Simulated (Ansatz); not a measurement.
## Converging shifted k-point meshes: Li (Im-3m, 1 atom in the cell)

```
Li
1.0
   -1.75023     1.75023     1.75023
    1.75023    -1.75023     1.75023
    1.75023     1.75023    -1.75023
Li
1
Direct
  0.00000   0.00000   0.00000
```

Level of theory: PBEsol, default PAW files made with PBE (plane waves; Ansatz, a quantum-chemistry and plane-wave program).

Base settings: basis.ecutwfc = 420 eV; kpoints.mp_grid.grid = 13 13 13; hamiltonian.xc = pbesol; hamiltonian.pseudopotentials = {kind: paw} (the program's default PAW files); scf.occupations.method = gaussian; scf.occupations.width = 0.1 eV.

In this ladder: kpoints.mp_grid.shift = 0.5 0.5 0.5.

Only quantities that move along the ladder and can be compared are tabulated.

The count of work is k-points × plane waves × bands × iterations; it is no time. 

The starting cell has typed, rounded lattice constants, without a prior relaxation at this level. Its lattice was rescaled by up to half a per cent. Ansatz's pressure includes its estimate of the finite-basis (Pulay) stress.

```tsv
kpoints.mp_grid.grid	free energy less the last step's (meV/atom)	pressure (GPa)	count of work / last
2 2 2	189.82	0.47	0.00099
3 3 3	42.44	-0.43	0.0020
4 4 4	15.36	-0.64	0.0030
5 5 5	45.89	-0.60	0.0049
6 6 6	-22.58	-0.81	0.0069
7 7 7	19.28	-0.58	0.0099
8 8 8	-14.64	-0.84	0.013
9 9 9	4.47	-0.65	0.017
10 10 10	-3.38	-0.75	0.022
11 11 11	-0.24	-0.70	0.028
13 13 13	-0.79	-0.73	0.042
14 14 14	-0.90	-0.73	0.049
15 15 15	0.04	-0.72	0.059
17 17 17	-0.21	-0.72	0.082
19 19 19	-0.64	-0.72	0.11
21 21 21	-0.69	-0.73	0.14
23 23 23	-0.38	-0.73	0.18
26 26 26	0.05	-0.72	0.25
29 29 29	-0.08	-0.72	0.34
32 32 32	-0.03	-0.72	0.44
35 35 35	0.06	-0.72	0.56
39 39 39	0.01	-0.72	0.76
43 43 43	0.00	-0.72	1.0
```

Coarsest kpoints.mp_grid.grid that holds the pressure within 0.05 GPa of the last step, with all finer ones: 10 10 10, at 0.022 of the last step's count of work; the step before is off by 0.07 GPa.

Coarsest kpoints.mp_grid.grid that holds the free energy within 5 meV/atom of the last step, with all finer ones: 9 9 9, at 0.017 of the last step's count of work; the step before is off by 15 meV/atom.

Keys are those of Ansatz 0.2.
